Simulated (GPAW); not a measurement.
Worked example: self-consistent single point of SrGe2Ru2 (I4/mmm, 5 atoms in the cell) in GPAW.

Method of the run: LDA (Perdew-Wang 92), GPAW PAW datasets LDA (gpaw-data 1.0.1) (plane waves; GPAW).

The change in words: lattice scaled by 0.98. Reference geometry:
```xyz
5
Lattice="-2.1524 2.1524 5.1470 2.1524 -2.1524 5.1470 2.1524 2.1524 -5.1470" Properties=species:S:1:pos:R:3 pbc="T T T"
Sr     0.0000     0.0000     0.0000
Ge     0.0000     0.0000     6.6106
Ge     0.0000     0.0000     3.6834
Ru     0.0000     2.1524     2.5735
Ru     2.1524     0.0000     2.5735
```

Reference input (self-consistent single point, DFT LDA (Perdew-Wang 92), plane waves, GPAW PAW datasets LDA (gpaw-data 1.0.1)): mode = pw; ecut = 600 eV; xc = LDA; kpts = 6 6 6; mesh shift (steps) = 0 0 0; occupations.name = methfessel-paxton; occupations.width = 0.05 eV; occupations.order = 0; nbands = -13; convergence.density = 1e-05 e/electron; convergence.energy = 1e-05 eV/electron; symmetry.symmorphic = false. This run's input differs from it in these lines:

```diff
@@ -5,10 +5,10 @@
 atoms = Atoms(['Sr', 'Ge', 'Ge', 'Ru', 'Ru'],
-              cell=[[-2.152413, 2.152413, 5.146973],
-                    [2.152413, -2.152413, 5.146973],
-                    [2.152413, 2.152413, -5.146973]],
+              cell=[[-2.109365, 2.109365, 5.044034],
+                    [2.109365, -2.109365, 5.044034],
+                    [2.109365, 2.109365, -5.044034]],
               positions=[[0.000000, 0.000000, 0.000000],
-                         [-0.000000, 0.000000, 6.610566],
-                         [0.000000, -0.000000, 3.683380],
-                         [0.000000, 2.152413, 2.573487],
-                         [2.152413, 0.000000, 2.573487]],
+                         [-0.000000, 0.000000, 6.478356],
+                         [-0.000000, 0.000000, 3.609712],
+                         [0.000000, 2.109365, 2.522017],
+                         [2.109365, 0.000000, 2.522017]],
               pbc=True)
```

Log, with long lists cut:

```
     iter     time        total  log10-change:
                         energy   eigst   dens
iter:   1 --:--:--   -38.050432
iter:   2 --:--:--   -37.879585   -1.02  -1.29
iter:   3 --:--:--   -37.150410   -1.28  -1.31
iter:   4 --:--:--   -36.980797   -2.59  -1.50
iter:   5 --:--:--   -36.856800   -2.13  -1.56
   [... 2 lines left out ...]
iter:   8 --:--:--   -36.822312   -4.20  -2.69
iter:   9 --:--:--   -36.816473   -4.09  -2.55
iter:  10 --:--:--   -36.814949   -4.26  -2.89
iter:  11 --:--:--   -36.814794   -4.91  -3.37
iter:  12 --:--:--   -36.814793c  -6.30  -3.60
iter:  13 --:--:--   -36.814823c  -6.65  -3.64
iter:  14 --:--:--   -36.814807c  -7.15  -3.73
iter:  15 --:--:--   -36.814797c  -7.19  -3.77
iter:  16 --:--:--   -36.814796c  -6.94  -3.80
iter:  17 --:--:--   -36.814789c  -7.49c -3.84
iter:  18 --:--:--   -36.814798c  -7.38  -3.92
iter:  19 --:--:--   -36.814799c  -8.54c -4.02
iter:  20 --:--:--   -36.814790c  -7.32  -4.07
iter:  21 --:--:--   -36.814791c  -8.31c -4.23
iter:  22 --:--:--   -36.814798c  -7.53c -4.27
iter:  23 --:--:--   -36.814799c  -8.65c -4.37
iter:  24 --:--:--   -36.814795c  -7.68c -4.43
iter:  25 --:--:--   -36.814795c  -9.30c -4.81
iter:  26 --:--:--   -36.814798c  -8.62c -4.87
iter:  27 --:--:--   -36.814798c  -9.85c -5.17c
Converged after 27 iterations.

Dipole moment: (-0.000000, 0.000000, 0.000000) |e|*Ang

Energy contributions relative to reference atoms: (reference = -446679.200403)

Kinetic:        +56.856486
Potential:      -50.746945
External:        +0.000000
XC:             -41.982141
Entropy (-ST):   -0.003339
Local:           -0.940527
SIC:             +0.000000
--------------------------
Free energy:    -36.816467
Extrapolated:   -36.814798

Showing only first 2 kpts
 Kpt  Band  Eigenvalues  Occupancy
  0    23      9.10665    0.82476
  0    24      9.18500    0.01479
  0    25      9.18500    0.01479
  0    26     10.32177    0.00000

  1    23      8.53847    2.00000
  1    24      8.95624    1.99994
  1    25      9.01936    1.97539
  1    26     10.17041    0.00000

Fermi level: 9.09882

No gap
   [... lines left out ...]
Energy (eV): -36.814798

Forces in eV/Ang:
  0 Sr    0.00000    0.00000    0.00000
  1 Ge   -0.00000   -0.00000   -0.57636
  2 Ge   -0.00000   -0.00000    0.57636
  3 Ru    0.00000   -0.00000    0.00000
  4 Ru    0.00000    0.00000    0.00000

Stress tensor:
    -0.033475    -0.000000     0.000000
    -0.000000    -0.033475     0.000000
     0.000000     0.000000    -0.016754
Stress (GPa, Voigt): [-5.3633 -5.3633 -2.6843  0.      0.     -0.    ]
```

The run converged in 27 iterations. GPAW prints stress with tension positive. Against the reference run the free energy stays essentially unchanged (within 1 meV/atom), the pressure goes from -4.19 to 4.47 GPa and the largest force goes from 0.141 to 0.576 eV/Å.

The starting cell comes from a database of computed structures (which also holds hypothetical and non-ambient phases and stackings), without a prior relaxation at this level. Its lattice was rescaled by a random factor within 2.5 % of one. For this run, on top of that: lattice scaled by 0.98. Spin polarisation is off. With a pressure of about 4 GPa the cell is away from its equilibrium volume at this level.

Cost on one core of a shared machine: roughly 2 min.
